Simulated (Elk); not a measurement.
Worked example: self-consistent single point of Ca (Fm-3m, 1 atom in the cell) in Elk.

Method: PBEsol, all-electron FP-LAPW, Elk's shipped species files, LAPW+lo basis run with Elk.

The change in words: lattice scaled by 0.98; ngridk: 5 5 5 → 11 11 11. Reference geometry:
```xyz
1
Lattice="0.0000 2.7984 2.7984 2.7984 0.0000 2.7984 2.7984 2.7984 0.0000" Properties=species:S:1:pos:R:3 pbc="T T T"
Ca     0.0000     0.0000     0.0000
```

Reference input (self-consistent single point, DFT, PBEsol, all-electron FP-LAPW, Elk's shipped species files, LAPW+lo basis): xctype = 22; rgkmax = 8; stype = 3; swidth = 0.00367493 Ha; ngridk = 5 5 5; gmaxvr = 16 1/bohr; nxoapwlo = 1. This run's input differs from it in these lines:

```diff
@@ -22,5 +22,5 @@
 avec
-    0.0000000000    5.2881528954    5.2881528954
-    5.2881528954    0.0000000000    5.2881528954
-    5.2881528954    5.2881528954    0.0000000000
+    0.0000000000    5.1823905934    5.1823905934
+    5.1823905934    0.0000000000    5.1823905934
+    5.1823905934    5.1823905934    0.0000000000
 
@@ -33,3 +33,3 @@
 ngridk
-  5 5 5
+  11 11 11
```

The program printed (abridged):

```
│ Self-consistent loop started │
│ Loop number : 1 │
 total energy                :     -680.675478166
│ Loop number : 2 │
 total energy                :     -680.663501515
RMS change in Kohn-Sham potential (target) :   0.2978461431     (  0.1000000000E-05)
Absolute change in total energy (target)   :   0.1197665156E-01 (  0.1000000000E-03)
│ Loop number : 3 │
 total energy                :     -680.123186989
RMS change in Kohn-Sham potential (target) :   0.1585700013     (  0.1000000000E-05)
Absolute change in total energy (target)   :   0.5433086888     (  0.1000000000E-03)
│ Loop number : 4 │
   [... lines left out ...]
Absolute change in total energy (target)   :   0.8933556210E-03 (  0.1000000000E-03)
│ Loop number : 11 │
 total energy                :     -679.572569426
RMS change in Kohn-Sham potential (target) :   0.7475708117E-06 (  0.1000000000E-05)
Absolute change in total energy (target)   :   0.2433558396E-03 (  0.1000000000E-03)
│ Loop number : 12 │
 total energy                :     -679.572561303
RMS change in Kohn-Sham potential (target) :   0.1436076046E-06 (  0.1000000000E-05)
Absolute change in total energy (target)   :   0.6896154684E-04 (  0.1000000000E-03)
Convergence targets achieved

│ Loop number : 13 │

Energies :
 Fermi                       :     0.121169618239
 total energy                :     -679.572560201

Density of states at Fermi energy :    33.35743700
 (states/Hartree/unit cell)

Estimated indirect band gap :   0.2303383430E-02
 from k-point     21 to k-point     49
Estimated direct band gap   :   0.1168895716E-01
 at k-point     44

Charges :
 core                        :    10.00000000
 valence                     :    10.00000000
 interstitial                :    1.892782247
 muffin-tins (core leakage)
  species :    1 (Ca)
   atom    1                 :    18.10721775     (  0.1956827056E-07)
 total in muffin-tins        :    18.10721775
 total calculated charge     :    20.00624986
 total charge                :    20.00000000
 error                       :   0.6249856432E-02

│ Self-consistent loop stopped │
```

The run converged in 13 iterations. The count includes the last loop, which Elk runs after its targets are met. Against the reference run the free energy falls by 16.7 meV/atom.

The starting cell has typed, rounded lattice constants, without a prior relaxation at this level. Its lattice was rescaled by up to half a per cent. For this run, on top of that: lattice scaled by 0.98. Values depend on the basis (sphere radii, cutoffs, local orbitals), which need not be converged. The log's line on a gap gives a spacing of levels on this mesh, which the program prints for metals too.
